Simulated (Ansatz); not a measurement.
Defect: O vacancy in ferroelectric LiNbO3, charge state +2. The step: a nearby O atom hops onto the vacant site; the atom moves 2.70 Å along (0.02, 0.32, -0.16) of the unit cell; the moving atom starts with neighbours Li at 2.12; Nb at 1.91, Nb at 2.08 Å and ends with Li at 2.06, Li at 2.20; Nb at 1.88, Nb at 2.23 Å. A PBE band in Ansatz (plane-wave PAW, the Γ point alone, 120 host sites, 85 SCF runs with any check of the saddle's order, static, no finite-size correction) gives a forward barrier of 0.74 eV. The check of the saddle point's order was inconclusive. The charge state is imposed; whether it is stable for some Fermi level was not computed. Forms of the defect that were not tried may lie lower.

Single points at the band's start and saddle point can refine it. Rough cost of one point, in units of the band's mean SCF on the same machine:

| Level | Cost of one point |
|---|---|
| PBE, a 2×2×2 k-point mesh shifted by half a step along c | about 8 |
| r2SCAN at 500 eV, the Γ point alone | about 2 |

Problem. Which of these move the barrier by more than 0.1 eV, and how far does each move it?

Solution. Not one does. PBE, a 2×2×2 k-point mesh shifted by half a step along c: 0.00 eV; r2SCAN at 500 eV, the Γ point alone: +0.04 eV. Each functional is compared with PBE at the same k-points.

Ansatz is an electronic-structure program.
